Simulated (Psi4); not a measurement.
Psi4 1.11, unrestricted BP86/def2-svp: Al(Cl) triplet ([Al][Cl]), charge 0, multiplicity 3, 2 atoms. The geometry is a generated start, not checked to be a minimum at this level.

```json
{
  "task": "energy",
  "method": "bp86",
  "basis": "def2-svp",
  "memory": "3 GB",
  "maxiter": "100",
  "keys_of_the_molecule_block": "symmetry c1",
  "scf_type": "df (default)",
  "e_convergence": "1e-06 (default)",
  "d_convergence": "1e-06 (default)",
  "dft_radial_points": "75 (default)",
  "dft_spherical_points": "302 (default)",
  "basis_functions": "36",
  "grid_points": "42653"
}
```

```xyz
2

Al    -0.6014    -0.5768    -0.5858
Cl     0.6014     0.5768     0.5858
```

Charge 0 and multiplicity 3 are set for this test and not shown to be the ground state.

With the defaults (diis = true, scf_initial_accelerator = adiis, damping_percentage = 0, guess = auto, which took SAD, soscf = false, soscf_start_convergence = 0.01, diis_start = 1, diis_max_vecs = 10) it converges in 8 SCF iterations. One run each on 2 threads, with these changes:
- diis_max_vecs = 3
- guess = sadno
- guess = modhuckel
- guess = sap
- soscf = true, soscf_start_convergence = 0.1
- diis_max_vecs = 20
- damping_percentage = 20
- diis = false, scf_initial_accelerator = none, damping_percentage = 60
- diis_start = 4

### Question
Which runs fail or end elsewhere than the default run?

### Answer
No convergence: diis = false, scf_initial_accelerator = none, damping_percentage = 60 (the run ends without SCF convergence in 100 iterations). The rest reach the solution of the defaults.

```tsv
setting	SCF iterations	JK calls	end
soscf = true, soscf_start_convergence = 0.1	6	22	same solution
the defaults	8	9	same solution
guess = sadno	8	8	same solution
guess = sap	8	8	same solution
diis_max_vecs = 20	8	9	same solution
guess = modhuckel	8	19	same solution
diis_max_vecs = 3	9	10	same solution
diis_start = 4	12	13	same solution
damping_percentage = 20	14	15	same solution
diis = false, scf_initial_accelerator = none, damping_percentage = 60	100	101	no convergence
```

An SOSCF iteration holds several JK calls; a Hückel guess adds calls on atoms.
